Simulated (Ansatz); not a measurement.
Input:

End structure of a constructed model of the (110) surface of bcc Ta, a pseudomorphic layer of Re in the host's stacking (bottom of the slab: a bare face, its two planes held):

```yaml
crystal:
  lattice:
    - [2.87436, 0.00000, 0.00000]
    - [-0.95812, 2.70998, 0.00000]
    - [0.00000, 0.00000, 31.00000]
  atoms:
    - { symbol: Ta, position: [0.50000, 0.50000, 0.26417] }
    - { symbol: Ta, position: [0.00000, 0.00000, 0.33987] }
    - { symbol: Ta, position: [0.50000, 0.50000, 0.41526] }
    - { symbol: Ta, position: [0.00000, 0.00000, 0.49112] }
    - { symbol: Ta, position: [0.50000, 0.50000, 0.56632] }
    - { symbol: Ta, position: [0.00000, 0.00000, 0.64342] }
    - { symbol: Re, position: [0.50000, 0.50000, 0.70825] }
```

Slab: 7 atoms, 14.6 Å thick at the start; k 14x14x1, smearing 0.1 eV, dipole-corrected; single point; on the structure that PBE left under its start's symmetry; no spin, no spin-orbit, no U. It is one candidate, not shown to be the stable structure of the face.

Task: What work function of the top face does r2SCAN, at the PBE geometry (Ansatz, an electronic-structure program) give?

Result: 4.53 eV
